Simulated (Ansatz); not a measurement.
A periodic model of amorphous Hf₁₈O₃₇Ba:

```xyz
56
Lattice="9.1066 -0.2450 -0.3319 -0.2450 9.2115 0.2892 -0.3319 0.2892 8.8395" Properties=species:S:1:pos:R:3 pbc="T T T"
Hf     5.5597     4.4013     3.5260
Hf     7.4035     1.7111     6.2346
Hf     2.9192     5.1615     7.8200
Hf     0.4207     0.8010     4.3430
Hf     0.7169     7.4687     6.8435
Hf     4.2454     2.2659     5.6186
Hf     0.0341     1.9429     1.4055
Hf     4.3652     6.9114     1.8235
Hf     1.1377     8.0703     1.8470
Hf     7.2208     7.2738     4.4397
Hf     0.3244     5.2213     0.6427
Hf     6.3926     1.0356     2.8203
Hf     5.1710     0.8716     8.5368
Hf     3.2750     2.3473     1.9307
Hf     6.1605     3.9720     0.2234
Hf     3.7781     7.7366     4.7771
Hf     6.1461     7.2122     7.5678
Hf     1.5523     1.8732     7.4048
O      0.1957     7.8409     4.7968
O      2.9598     6.0596     0.6309
O      4.3869     0.5549     4.5996
O      3.9383     3.3900     0.2299
O     -0.2753     9.1738     2.6372
O      3.7231     3.2851     3.8663
O      0.3892     7.8401     8.8133
O      5.6631     2.9107     2.1291
O      5.4933     7.2891     5.6516
O      0.8312     5.4360     7.5696
O      5.1961     7.7576     0.1673
O      7.2414     5.3277     4.0762
O      1.4603     3.5897     1.4751
O      4.8944     5.5060     7.5897
O      5.8044     2.6501     7.4271
O      4.5390     0.7673     1.5121
O      0.1850     2.4066     5.7468
O      8.0753     3.4397     0.6239
O      1.8335     1.6333     3.2465
O      5.6162     5.3429     1.6800
O      2.8470     7.9273     2.9082
O      2.6490     6.8429     6.2172
O      6.5829     0.1101     7.1217
O      3.5661     1.1709     7.2850
O      6.1332     2.7441     4.8676
O      1.9522     1.0212     0.6353
O      1.3583     0.2555     6.2409
O      8.2946     2.0162     2.9535
O      7.4827     0.2644     4.5832
O      0.4890     6.2470     2.3393
O      7.8260     7.0045     6.3996
O      7.1736     5.9092     8.6907
O      7.0942     0.9378     0.9233
O      5.7763     8.1044     3.1058
O      4.2178     5.9468     3.7503
O      2.6340     3.4688     6.4929
O      8.7054     1.8767     7.8087
Ba     0.9727     4.4350     4.2381
```

Level of theory: PBE, scalar-relativistic without spin-orbit coupling (plane waves to 420 eV, PAW; Ansatz, an electronic-structure program).

A CHGNet melt-quench gave the starting glass, which DFT then relaxed. O atoms were pushed apart under 1.9 Å during the dynamics, to hinder bonds among them. The hot cell started wider than the set density and was brought back towards it in steps. It is the lowest in DFT energy of 2 quenches. It is a model cell: composition and starting density were chosen by hand, and all elements were melted together. No dispersion term was used. Its density started from a set value of 8.86 and ended at 8.85 g/cm³. The simulated quench (nominally 300 K/ps over its main leg) is rapid and tends to freeze in more defects than a deposited or slowly cooled glass has. One small periodic cell is one sample of the glass; other quenches scatter about these values. The volume was held where the preparation left it and the shape relaxed, at a PBE pressure of 1.7 GPa. Stress components on the final sampling reach 1.8 GPa.

Bonds are counted up to Hf-Hf 3.34 Å, Hf-O 2.84 Å, Hf-Ba 4.04 Å, O-O 1.58 Å, O-Ba 3.37 Å, Ba-Ba 4.73 Å. Two cations that share two anions don't count as bonded, nor two that share one unless they lie closer than Hf-Hf 3.25 Å, Hf-Ba 3.93 Å, Ba-Ba 4.60 Å.

Q: Give the coordination numbers, mean bond lengths and angles.

A: 
```json
{
 "Mean coordination of Hf by anions": "6.39 (1 with 5, 11 with 6, 4 with 7, 2 with 8); 1 close contacts or bonds to cations besides",
 "Mean coordination of O": "3.32 (25 with 3, 12 with 4)",
 "Mean coordination of Ba by anions": "8.00 (1 with 8); 1 close contacts or bonds to cations besides",
 "Mean Hf-O bond": "2.148 Å (spread 0.151 Å, 115 counted)",
 "Mean O-Ba bond": "2.917 Å (spread 0.158 Å, 8 counted)",
 "Bond angle at Hf": "mean 101.9°, spread 29.2°",
 "Bond angle at O": "mean 111.9°, spread 18.1°",
 "Bond angle at Ba": "mean 96.9°, spread 33.9°"
}
```

Q: List the pairs of like atoms that count as bonded by the rules above.

A: There are none by these rules.
